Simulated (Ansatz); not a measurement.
## Relaxation of cell and atoms of CsHg (P-1, 8 atoms in the cell) at several settings

```xyz
8
Lattice="7.1770 0.0000 0.0000 -0.2267 7.5125 0.0000 -1.7916 -2.3805 6.9953" Properties=species:S:1:pos:R:3 pbc="T T T"
Cs     4.3694     1.2456     3.8572
Cs     0.7892     3.8864     3.1382
Cs     0.6495    -0.4574     6.0228
Cs     4.5091     5.5894     0.9725
Hg     4.3413     5.0295     4.9870
Hg     0.8173     0.1024     2.0084
Hg    -0.8964     3.4019     6.6198
Hg     6.0550     1.7300     0.3755
```

Base: LDA (PW92), PAW files made with PBE (Ansatz, a quantum-chemistry and plane-wave program). Its settings: basis.ecutwfc = 30.9 Ry; kpoints.mp_grid.grid = 3 3 3; hamiltonian.xc = lda; hamiltonian.pseudopotentials = {kind: paw} (the program's default PAW files); scf.occupations.method = gaussian; scf.occupations.width = 0.0073 Ry. Starting volume 47.15 Å³ per atom.

Each line gives the change from the base single point and the result:

- hamiltonian.xc: lda → pbesol; relax: default → cell and atoms [DFT, PBEsol, plane waves, PAW files made with PBE]: pressure 0.00 GPa; largest force (vector length) 0.007 eV/Å; final cell a = 7.1710 Å, b = 6.9317 Å, c = 7.5973 Å, α = 101.93°, β = 103.60°, γ = 97.36°; final volume per atom 44.11 Å³; relaxation steps 14.
- relax: default → cell and atoms; relax.cell.p_target: default → 10 GPa: pressure 9.98 GPa; largest force (vector length) 0.008 eV/Å; final cell a = 6.7444 Å, b = 5.9229 Å, c = 5.9470 Å, α = 89.35°, β = 94.40°, γ = 113.72°; final volume per atom 27.10 Å³; relaxation steps 21; free energy against the base single point 217.4 meV/atom.
- relax: default → cell and atoms: pressure -0.01 GPa; largest force (vector length) 0.004 eV/Å; final cell a = 6.909 Å, b = 6.724 Å, c = 7.308 Å, α = 101.70°, β = 103.00°, γ = 97.08°; final volume per atom 39.85 Å³; relaxation steps 11; free energy against the base single point -34.7 meV/atom.

The starting cell comes from a database of computed structures (which also holds hypothetical and non-ambient phases and stackings), without a prior relaxation at this level. Its lattice was rescaled by a random factor within 2.5 % of one. Ansatz's pressure includes its estimate of the finite-basis (Pulay) stress.

Keys are those of Ansatz 0.2.
